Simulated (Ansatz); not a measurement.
# W under load (space group I4/mmm): band-structure transport figures

Given:

```
W
1.0
   -1.60090     1.60090     1.57724
    1.60090    -1.60090     1.57724
    1.60090     1.60090    -1.57724
W
1
Direct
  0.00000   0.00000   0.00000
```

Method: PBEsol with spin-orbit coupling, rigid bands (plane waves, PAW; Ansatz, a quantum-chemistry and plane-wave program). Condition of this run: biaxial strain xx = yy = +1.5 %, z clamped with spin-orbit coupling. Geometry: cell and atoms relaxed with PBEsol, then loaded as said.

The density of states at the Fermi level is 0.386 states/(eV·cell), both spins, the bare Sommerfeld coefficient is 0.91 mJ/(mol of atoms·K²) and the drude plasma energy is 6.7 eV. The root-mean-square Fermi velocity comes out as 8.5e5 m/s, the resistivity times τ is 10.8 (x), 10.8 (y), 10.6 (z) ×10⁻²² Ω·m·s and the resistivity times mean free path is 10.0 ×10⁻¹⁶ Ω·m².

A metal at this level (no band gap); rigid bands, thermally averaged at 300 K, both spins. τ is one relaxation time for all states; the product of resistivity and mean free path takes one path for all states instead.
